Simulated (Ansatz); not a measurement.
## InP: response to strain

The parent structure is InP in the zinc blende structure (space group F-43m, No. 216; a = 5.827 Å). Axes: x, y, z lie along the cube axes.

Strains are applied to the cell and any free atomic positions relax.

The values are results of LDA, PAW, 420 eV (Ansatz, an electronic-structure program; no spin-orbit coupling), not measurements.

Notes on the quantities. pressure: mean of the normal stresses, compression positive.

| variant | volume per atom | electron mass | band gap | pressure |
|---|---|---|---|---|
| base | 24.73 Å³ | 0.046 mₑ (at Γ) | 0.58 eV | 0.00 GPa |
| uniaxial strain ε_zz = −3.00 % | 23.99 Å³ | 0.052 mₑ along z, 0.060 mₑ across (at Γ) | 0.64 eV | 2.30 GPa |
| uniaxial strain ε_zz = −2.00 % | 24.24 Å³ | 0.050 mₑ along z, 0.055 mₑ across (at Γ) | 0.62 eV | 1.49 GPa |
| uniaxial strain ε_zz = −1.50 % | 24.36 Å³ | 0.049 mₑ along z, 0.053 mₑ across (at Γ) | 0.61 eV | 1.11 GPa |
| uniaxial strain ε_zz = −1.00 % | 24.48 Å³ | 0.048 mₑ along z, 0.051 mₑ across (at Γ) | 0.60 eV | 0.73 GPa |
| uniaxial strain ε_zz = −0.50 % | 24.61 Å³ | 0.048 mₑ (at Γ) | 0.59 eV | 0.36 GPa |
| uniaxial strain ε_zz = +0.50 % | 24.85 Å³ | 0.044 mₑ (at Γ) | 0.54 eV | -0.35 GPa |
| uniaxial strain ε_zz = +1.50 % | 25.10 Å³ | 0.043 mₑ along z, 0.038 mₑ across (at Γ) | 0.47 eV | -1.03 GPa |
| uniaxial strain ε_zz = +2.50 % | 25.35 Å³ | 0.041 mₑ along z, 0.033 mₑ across (at Γ) | 0.40 eV | -1.67 GPa |
| uniaxial strain ε_zz = +3.00 % | 25.47 Å³ | 0.040 mₑ along z, 0.031 mₑ across (at Γ) | 0.36 eV | -1.98 GPa |

Effective masses come from finite differences of ±0.01 Å⁻¹. Whether these cells are dynamically stable was not tested.
